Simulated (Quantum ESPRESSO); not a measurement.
Quantum ESPRESSO run on SrYMg₆ (P1, 8 atoms in the cell): self-consistent single point.

Method: PBEsol, SSSP 1.1.2 efficiency (PBE) pseudopotentials (plane waves; Quantum ESPRESSO).

```
CELL_PARAMETERS angstrom
      6.75271     0.00000     0.00000
      0.00000     6.75271     0.00000
      0.00000     0.00000     4.84790
ATOMIC_POSITIONS crystal
  Sr 0.49598 0.50183 0.49896
  Y  0.99876 0.00173 0.48950
  Mg 0.99516 0.49693 0.50308
  Mg 0.50552 0.00048 0.49903
  Mg 0.76514 0.23543 0.00412
  Mg 0.24089 0.76335 0.00350
  Mg 0.76205 0.76507 0.00186
  Mg 0.23650 0.23518 0.99994
```

Reference input (self-consistent single point, DFT, PBEsol, plane waves, SSSP 1.1.2 efficiency (PBE) pseudopotentials): ecutwfc = 40 Ry; ecutrho = 320 Ry; occupations = smearing; smearing = gaussian; degauss = 0.0073499 Ry; input_dft = pbesol; potentials = {Sr: Sr_pbe_v1.uspp.F.UPF, Y: Y_pbe_v1.uspp.F.UPF, Mg: Mg.pbe-n-kjpaw_psl.0.3.0.UPF}; K_POINTS = automatic 3 3 4 1 1 1; conv_thr = 1e-11 Ry; mixing_beta = 0.4. This run's input differs from it in these lines:

```diff
@@ -12,4 +12,4 @@
     ntyp = 3,
-    ecutwfc = 40,
-    ecutrho = 320,
+    ecutwfc = 24,
+    ecutrho = 192,
     occupations = 'smearing',
```

The program printed (abridged):

```
     Self-consistent Calculation

     iteration #  1     ecut=    24.00 Ry     beta= 0.40

     Threshold (ethr) on eigenvalues was too large:
     Diagonalizing with lowered threshold

     negative rho (up, down):  1.086E-01 0.000E+00

     total energy              =    -353.72543469 Ry
     estimated scf accuracy    <       0.13828676 Ry

     iteration #  2     ecut=    24.00 Ry     beta= 0.40

     negative rho (up, down):  1.089E-01 0.000E+00

     total energy              =    -353.74506526 Ry
     estimated scf accuracy    <       0.21049203 Ry

     iteration #  3     ecut=    24.00 Ry     beta= 0.40

     negative rho (up, down):  1.098E-01 0.000E+00

     total energy              =    -353.76193579 Ry
     estimated scf accuracy    <       0.01222745 Ry

   [... 11 blocks of this kind left out ...]

     iteration # 15     ecut=    24.00 Ry     beta= 0.40

     negative rho (up, down):  1.103E-01 0.000E+00

     total energy              =    -353.76587650 Ry
     estimated scf accuracy    <          6.8E-11 Ry

     iteration # 16     ecut=    24.00 Ry     beta= 0.40

     negative rho (up, down):  1.103E-01 0.000E+00
     End of self-consistent calculation

     the Fermi energy is     4.6778 ev

!    total energy              =    -353.76587650 Ry
     estimated scf accuracy    <          3.5E-12 Ry
     smearing contrib. (-TS)   =      -0.00331161 Ry
     internal energy E=F+TS    =    -353.76256489 Ry

     convergence has been achieved in  16 iterations

     negative rho (up, down):  1.103E-01 0.000E+00

     Forces acting on atoms (cartesian axes, Ry/au):

     atom    1 type  1   force =     0.00205707   -0.00273460    0.00150474
     atom    2 type  2   force =     0.00499614   -0.00430201    0.01292580
     atom    3 type  3   force =     0.00127203    0.00264968   -0.00113101
     atom    4 type  3   force =    -0.00360884    0.00095231   -0.00025891
     atom    5 type  3   force =    -0.00349065    0.00326595   -0.00433951
   [... lines left out ...]
     Total force =     0.018239     Total SCF correction =     0.000001
   [... lines left out ...]

     negative rho (up, down):  1.103E-01 0.000E+00
          total   stress  (Ry/bohr**3)                   (kbar)     P=       -8.33
  -0.00006122  -0.00000044   0.00000119           -9.01       -0.06        0.17
  -0.00000044  -0.00005418  -0.00000087           -0.06       -7.97       -0.13
   0.00000119  -0.00000087  -0.00005456            0.17       -0.13       -8.03

   JOB DONE.
```

The run converged in 16 iterations. Against the reference run the free energy rises by 8.2 meV/atom, the pressure goes from -0.68 to -0.83 GPa and the largest force stays at 0.373 eV/Å. The full log also holds: “c_bands:  4 eigenvalues not converged”.

The starting cell comes from a database of computed structures (which also holds hypothetical and non-ambient phases and stackings), without a prior relaxation at this level. Its atoms were displaced at random from the sites of space group no. 123.

Cost on one core of a shared machine: roughly 60 s.
